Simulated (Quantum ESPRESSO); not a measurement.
Variants of one calculation on Cd4TeSe3 (P1, 8 atoms in the cell)

```xyz
8
Lattice="4.4694 0.0000 0.0000 0.0000 8.9615 0.0000 0.0000 0.0000 6.2681" Properties=species:S:1:pos:R:3 pbc="T T T"
Cd     0.0398     2.1195     0.0363
Cd     0.0107     6.7599    -0.0578
Cd     2.2171     0.0138     3.2184
Cd     2.1908     4.5270     3.0187
Te     0.0634     4.4448     4.7136
Se     2.2549     2.1951     1.5669
Se     2.1989     6.8242     1.6218
Se    -0.0368     0.0000     4.6864
```

Base run A: PBEsol, GBRV 1.5 ultrasoft (PBESOL) pseudopotentials run with Quantum ESPRESSO, self-consistent single point.

Its settings: ecutwfc = 40 Ry; ecutrho = 200 Ry; occupations = smearing; smearing = fd; degauss = 0.0036749 Ry; potentials = {Cd: cd_pbesol_v1.uspp.F.UPF, Te: te_pbesol_v1.uspp.F.UPF, Se: se_pbesol_v1.uspp.F.UPF}; K_POINTS = automatic 3 2 2 0 0 0; conv_thr = 1e-11 Ry; mixing_beta = 0.7.

The starting cell comes from a database of computed structures (which also holds hypothetical and non-ambient phases and stackings), without a prior relaxation at this level. Its atoms were displaced at random from the sites of space group no. 25. Spin-orbit coupling is off.

ΔF is the free energy per atom less that of run A. A dash stands where there is no value to compare (another energy zero or no entropy term, no result, no spin, no clean gap, or a mesh too coarse for one). Absolute energies have different zeros for different potentials, functionals, Hubbard and dispersion terms and are not compared across them.

Run A gave: pressure (GPa) -2.24; largest force (eV/Å) 0.641; gap on the mesh (eV) 0.243; k-points 8.

Runs:
- B: vdw_corr: default → grimme-d3; dftd3_version: default → 4; dftd3_threebody: default → true [PBEsol-D3(BJ) with three-body term]
- C: ecutwfc: 40 Ry → 46 Ry; ecutrho: 200 Ry → 230 Ry
- D: K_POINTS: automatic 3 2 2 0 0 0 → automatic 2 1 2 0 0 0
- E: ecutrho: 200 Ry → 120 Ry
- F: nbnd: default → 52
- G: nosym: default → true
- H: use_all_frac: default → true
- I: mixing_ndim: default → 2
- J: mixing_beta: 0.7 → 0.05

### Question
What does run E change against A?

### Answer
The free energy falls by 3.4 meV/atom, the pressure moves little (-2.24 to -2.29 GPa), the largest force hardly changes (0.641 to 0.638 eV/Å) and the gap on the mesh hardly changes (0.243 to 0.249 eV).

### Question
What does run B change against A?

### Answer
The pressure goes from -2.24 to -3.56 GPa, the largest force hardly changes (0.641 to 0.643 eV/Å) and the gap on the mesh stays at 0.243 eV.

| run | ΔF (meV/atom) | pressure (GPa) | largest force (eV/Å) | gap on the mesh (eV) | k-points |
|---|---|---|---|---|---|
| A | 0.00 | -2.24 | 0.641 | 0.243 | 8 |
| B | – | -3.56 | 0.643 | 0.243 | 8 |
| C | -2.2 | -2.11 | 0.641 | 0.243 | 8 |
| D | 179.2 | -1.10 | 0.654 | 0.201 | 4 |
| E | -3.4 | -2.29 | 0.638 | 0.249 | 8 |
| F | 0.00 | -2.24 | 0.641 | 0.243 | 8 |
| G | 0.00 | -2.24 | 0.641 | 0.243 | 8 |
| H | 0.00 | -2.24 | 0.641 | 0.243 | 8 |
| I | 0.00 | -2.24 | 0.641 | 0.243 | 8 |
| J | 0.00 | -2.24 | 0.641 | 0.243 | 8 |
